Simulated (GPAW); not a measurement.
Worked example: self-consistent single point of MnCl2 (R-3m, 3 atoms in the cell) in GPAW.

Computed with PBEsol, GPAW PAW datasets PBEsol (made by gpaw-setup) (plane waves; GPAW).

The change in words: lattice scaled by 0.98. Reference geometry:
```
CELL_PARAMETERS angstrom
      1.89004     1.09121     6.22284
     -1.89004     1.09121     6.22284
      0.00000    -2.18243     6.22284
ATOMIC_POSITIONS crystal
  Mn 0.00000 0.00000 0.00000
  Cl 0.74280 0.74280 0.74280
  Cl 0.25720 0.25720 0.25720
```
Moments meant for the start (each program seeds them in its own way; μB, in the order of the atoms Mn Cl Cl): 4.0 0.0 0.0.

Reference input (self-consistent single point, DFT PBEsol, plane waves, GPAW PAW datasets PBEsol (made by gpaw-setup)): spinpol = true; mode = pw; ecut = 800 eV; xc = PBEsol; kpts = 7 7 7; mesh shift (steps) = 0 0 0; occupations.name = fermi-dirac; occupations.width = 0.01 eV; nbands = -6; convergence.density = 1e-05 e/electron; convergence.bands = -4; symmetry.symmorphic = false. This run's input differs from it in these lines:

```diff
@@ -5,5 +5,5 @@
 atoms = Atoms(['Mn', 'Cl', 'Cl'],
-              cell=[[1.890039, 1.091214, 6.222837],
-                    [-1.890039, 1.091214, 6.222837],
-                    [0.000000, -2.182429, 6.222837]],
+              cell=[[1.852238, 1.069390, 6.098380],
+                    [-1.852238, 1.069390, 6.098380],
+                    [0.000000, -2.138780, 6.098380]],
               scaled_positions=[[0.000000, 0.000000, 0.000000],
```

Output (repeated stretches shortened):

```
     iter     time        total  log10-change:  magmom
                         energy   eigst   dens
iter:   1 --:--:--   -17.084319   +0.46           +4.0019
iter:   2 --:--:--   -17.290727   -0.39  -1.43    +4.7006
iter:   3 --:--:--   -17.263696   -1.07  -1.44    +4.9909
iter:   4 --:--:--   -17.254848   -1.23  -1.50    +4.9982
iter:   5 --:--:--   -17.252956c  -2.06  -2.02    +4.9972
iter:   6 --:--:--   -17.358434   -1.92  -2.00    +5.0040
iter:   7 --:--:--   -17.226282   -1.68  -1.82    +5.0034
iter:   8 --:--:--   -17.241085   -1.49  -2.14    +5.0011
iter:   9 --:--:--   -17.189783   -2.36  -2.45    +5.0026
   [... lines left out ...]
iter:  26 --:--:--   -17.215253c  -6.07  -4.01    +5.0000
iter:  27 --:--:--   -17.215252c  -5.88  -4.44    +5.0000
iter:  28 --:--:--   -17.215252c  -6.82  -4.73    +5.0000
iter:  29 --:--:--   -17.215252c  -6.98  -4.77    +5.0000
iter:  30 --:--:--   -17.215252c  -7.49c -4.84    +5.0000
iter:  31 --:--:--   -17.215252c  -7.68c -4.89    +5.0000
iter:  32 --:--:--   -17.215252c  -8.35c -4.93    +5.0000
iter:  33 --:--:--   -17.215252c  -8.69c -4.95    +5.0000
iter:  34 --:--:--   -17.215252c  -8.15c -4.99    +5.0000
iter:  35 --:--:--   -17.215252c  -8.42c -4.99    +5.0000
iter:  36 --:--:--   -17.215252c  -9.12c -5.16c   +5.0000
Converged after 36 iterations.

Dipole moment: (0.000000, -0.000000, 0.000000) |e|*Ang

Total magnetic moment: (0.000000, 0.000000, 5.000000)
Local magnetic moments:
   0 Mn ( 0.000000,  0.000000,  4.347815)
   1 Cl ( 0.000000,  0.000000,  0.068367)
   2 Cl ( 0.000000,  0.000000,  0.068367)

Energy contributions relative to reference atoms: (reference = -56555.521058)

Kinetic:        +17.940084
Potential:      -16.083781
External:        +0.000000
XC:             -19.319678
Entropy (-ST):   -0.000000
Local:           +0.248123
SIC:             +0.000000
--------------------------
Free energy:    -17.215252
Extrapolated:   -17.215252

Spin contamination: 0.000005 electrons
Showing only first 2 kpts
                      Up                     Down
 Kpt  Band  Eigenvalues  Occupancy  Eigenvalues  Occupancy
   [... lines left out ...]
Fermi level: 3.41052
Gap: 1.639 eV
   [... lines left out ...]
Direct gap: 1.705 eV
Transition at: (s=0->1, k=39, n=16, [0.43, 0.43, -0.14])
Energy (eV): -17.215252

Forces in eV/Ang:
  0 Mn    0.00000    0.00000    0.00000
  1 Cl    0.00000   -0.00000   -0.27380
  2 Cl    0.00000    0.00000    0.27380

Stress tensor:
     0.013466    -0.000000    -0.000000
     0.000000     0.013466    -0.000000
    -0.000000    -0.000000     0.009822
Stress (GPa, Voigt): [ 2.1576  2.1576  1.5736 -0.     -0.     -0.    ]
```

The run converged in 36 iterations. GPAW prints stress with tension positive. Against the reference run the free energy drops by 29.5 meV/atom, the pressure goes from -4.21 to -1.96 GPa, the largest force goes from 0.607 to 0.274 eV/Å, the gap on the mesh goes from 1.865 to 1.639 eV and the size of the net moment stays at 1.67 μB/atom.

The starting cell comes from a database of computed structures (which also holds hypothetical and non-ambient phases and stackings), without a prior relaxation at this level. Its lattice was rescaled by a random factor within 2.5 % of one. For this run, on top of that: lattice scaled by 0.98. With one magnetic atom in the cell only a parallel order is possible.

Cost on one core of a shared machine: roughly 10 min.
